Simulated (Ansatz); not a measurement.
Functionals compared on the (110) surface of alpha tin in its 1x1 cell, outermost plane spacing 2.35 Å in the ideal cut, in Ansatz (plane waves, PAW). The structure was relaxed with PBE; the other rows are single points on it, each with its references at the same level. Cutoff 420 eV (500 eV for r2SCAN).

Set-up: 12 atoms, 11.8 Å thick at the start; mesh 8x6x1; 0.1 eV smearing; dipole correction on; all atoms relaxed; held to the start's symmetry, so lower structures may exist; no spin, no spin-orbit, no U. These notes are the PBE run's.

```csv
functional,surface energy (J/m²),work function of the top face (eV),rough cost of the single point
PBE,0.76,4.35,–
LDA,0.92,4.59,about 90 core-seconds (a rough figure)
PBEsol,0.86,4.41,roughly 90 core-seconds
RPBE,0.68,4.25,around 90 core-seconds (rough)
r2SCAN,0.92,4.52,very roughly 3 core-minutes
```

Ansatz is a quantum-chemistry and plane-wave program.
